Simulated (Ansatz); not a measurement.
SiC (model structure, started from the PtS type, P4₂/mmc, No. 131, 4 atoms in the cell) was calculated with r²SCAN (Ansatz, a quantum-chemistry and plane-wave program, PAW).

Settings: plane-wave cutoff 560 eV, 20×20×12 k mesh (along the axes of the cell as run), Fermi–Dirac smearing 0.05 eV, scalar-relativistic PAW data made under PBE.

Cell (relaxed at this level):

```
CSi
1.0
    2.98915     0.00000     0.00000
    0.00000     2.98915     0.00000
    0.00000     0.00000     4.92370
Si C
2 2
Direct
  0.00000   0.50000   0.00000
  0.50000   0.00000   0.50000
  0.00000   0.00000   0.25000
  0.00000   0.00000   0.75000
```

Question: What does this level give for the bulk modulus B0?

Answer: 
bulk modulus B0: 186 GPa

The run finds no gap.

Note: the bulk modulus is −V dP/dV from two relaxed cells at ±2 % in volume; the relaxation could raise the start's symmetry but not lower it, so the cell can be a saddle point.

The computed numbers hold no vibrational or temperature effects.

A model structure was made by putting elements into a prototype or built by hand; it is no filed structure, need not be a known phase, and can be a saddle point held by its symmetry.
